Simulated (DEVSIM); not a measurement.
Structure: Al/SiO2/p-Ge capacitor, at 400 K.

Layer 1 from the left is SiO2, thickness (nm) 37.0. Layer 2 from the left is Ge, thickness (nm) 830, Na (cm⁻³) 5.1e17.

Metal gate on the left, work function 4.1 eV. Fixed charge at the semiconductor interface -1.2e10 cm⁻² (in units of +e); interface traps 1e12 cm⁻² eV⁻¹, uniform in energy, neutral level at 0.5 of the gap above the valence band.

This is a model device: material constants are rounded textbook-type values typed into the input, and sizes, dopings and lifetimes were drawn at random. Values at 300 K; Nc and Nv go as T^1.5, mobilities as T to minus their exponent, the gap by Varshni's rule with the affinity fixed.

SiO2: gap (eV) 9, affinity (eV) 0.9, permittivity 3.9. Ge: gap (eV) 0.664, affinity (eV) 4, permittivity 16, Nc (cm⁻³) 1.04e19, Nv (cm⁻³) 6e18, Varshni α (eV/K) 0.000477, Varshni β (K) 235.

Simulated with DEVSIM: 1D Poisson equation in equilibrium, Boltzmann statistics, complete ionisation; no quantum confinement or tunnelling. Metal contacts follow the ideal Schottky-Mott rule: no Fermi-level pinning, no interface dipoles.

Question: What does the simulation give for the minimum of the low-frequency capacitance?

Answer: minimum of the low-frequency capacitance 0.0817 μF/cm².
